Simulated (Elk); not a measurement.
Band structure of GdSi2Os2 (I4/mmm, 5 atoms in the cell).

```yaml
crystal:
  lattice:
    - [-2.09087, 2.09087, 4.83006]
    - [2.09087, -2.09087, 4.83006]
    - [2.09087, 2.09087, -4.83006]
  atoms:
    - { symbol: Gd, position: [0.00000, 0.00000, 0.00000], spin: 7.0 }
    - { symbol: Si, position: [0.63107, 0.63107, 0.00000] }
    - { symbol: Si, position: [0.36893, 0.36893, 0.00000] }
    - { symbol: Os, position: [0.75000, 0.25000, 0.50000] }
    - { symbol: Os, position: [0.25000, 0.75000, 0.50000] }
```
(The spins are starting values, not results.)

Method: PBEsol, all-electron FP-LAPW, Elk's shipped species files, APW+lo basis with extra local orbitals in Elk.

Settings: xctype = 22; spinpol = true; rgkmax = 8; stype = 0; swidth = 0.00999582 Ha; ngridk = 5 5 5; reducebf = 0.7; gmaxvr = 16 1/bohr; nxlo = 2; lorbcnd = true; rmtscf = 0.84; lmaxi = 2; nempty = 10 per atom; bfcmt = [[0.0, 0.0, -1.75], [0.0, 0.0, 0.0], [0.0, 0.0, 0.0], [0.0, 0.0, 0.0], [0.0, 0.0, 0.0]].

The starting cell comes from a database of computed structures (which also holds hypothetical and non-ambient phases and stackings), without a prior relaxation at this level. Spin-orbit coupling is off. With one magnetic atom in the cell only a parallel order is possible. With U or open f shells several self-consistent states can exist. The f electrons are in the valence without U or exact exchange, which can misplace them near the Fermi level. Spin-orbit terms, which matter for f shells, are left out. Values depend on the basis (sphere radii, cutoffs, local orbitals), which need not be converged.

Levels in eV from the Fermi level, bands 44 to 51 of the first spin channel:
| point | 44 | 45 | 46 | 47 | 48 | 49 | 50 | 51 |
|---|---|---|---|---|---|---|---|---|
| Γ | -0.75 | -0.53 | -0.53 | -0.47 | 0.30 | 2.23 | 2.99 | 3.63 |
| X | -2.21 | -0.82 | -0.71 | -0.54 | -0.34 | 2.36 | 2.48 | 3.70 |
| Y | -2.21 | -1.40 | -0.54 | -0.38 | 0.48 | 2.37 | 2.42 | 3.75 |
| S | -1.63 | -1.48 | -1.47 | 0.93 | 1.25 | 2.11 | 3.27 | 3.42 |
| Z | 0.26 | 0.61 | 0.61 | 0.90 | 2.22 | 2.35 | 2.93 | 3.54 |
| S1 | -1.63 | -1.48 | -1.47 | 0.93 | 1.25 | 2.11 | 3.27 | 3.42 |
| N | -2.02 | -1.77 | -0.78 | -0.39 | 0.91 | 2.98 | 3.06 | 3.67 |
| P | -2.23 | -0.80 | -0.80 | -0.49 | -0.39 | 2.43 | 2.43 | 3.30 |
| Y1 | -2.21 | -1.40 | -0.54 | -0.38 | 0.48 | 2.37 | 2.42 | 3.75 |

Bands cross the Fermi level along this path, so the cell is metallic at this level.

The net moment of the cell came out as 7.09 μB.
